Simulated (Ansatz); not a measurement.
**BeS (model structure, started from the BN type, Pm-3n, No. 223, 12 atoms in the cell)**

Method: HSE06 (Ansatz, a first-principles code, plane waves, PAW).

Settings: plane-wave cutoff 460 eV, 4×4×4 k mesh, Fermi–Dirac smearing 0.01 eV, scalar-relativistic PAW data made under PBE.

Cell (relaxed with PBEsol):

```cif
data_Be6S6
_chemical_formula_sum 'Be6 S6'
_space_group_name_H-M_alt 'P 1'
_space_group_IT_number 1
_cell_length_a 5.96478
_cell_length_b 5.96478
_cell_length_c 5.96478
_cell_angle_alpha 90.000
_cell_angle_beta 90.000
_cell_angle_gamma 90.000
loop_
_space_group_symop_operation_xyz
  'x, y, z'
loop_
_atom_site_label
_atom_site_type_symbol
_atom_site_fract_x
_atom_site_fract_y
_atom_site_fract_z
_atom_site_occupancy
Be1 Be 0.25000 0.00000 0.50000 1
Be2 Be 0.50000 0.25000 0.00000 1
Be3 Be 0.50000 0.75000 0.00000 1
Be4 Be 0.75000 0.00000 0.50000 1
Be5 Be 0.00000 0.50000 0.75000 1
Be6 Be 0.00000 0.50000 0.25000 1
S1 S 0.25000 0.50000 0.00000 1
S2 S 0.00000 0.25000 0.50000 1
S3 S 0.00000 0.75000 0.50000 1
S4 S 0.75000 0.50000 0.00000 1
S5 S 0.50000 0.00000 0.75000 1
S6 S 0.50000 0.00000 0.25000 1
```

| Item | Value |
|---|---|
| band gap | 4.19 eV (indirect) |
| smallest direct gap on the k points sampled | 4.36 eV |
| direct gap at Γ | 4.85 eV |

Note: the relaxation could raise the start's symmetry but not lower it, so the cell can be a saddle point; cell and atoms aren't relaxed at this level (pressure 0.5 GPa).

Static lattice: no zero-point or thermal effects.

Computing time: roughly 110 core-seconds.

A model structure was made by putting elements into a prototype or built by hand; it is no filed structure, need not be a known phase, and can be a saddle point held by its symmetry.
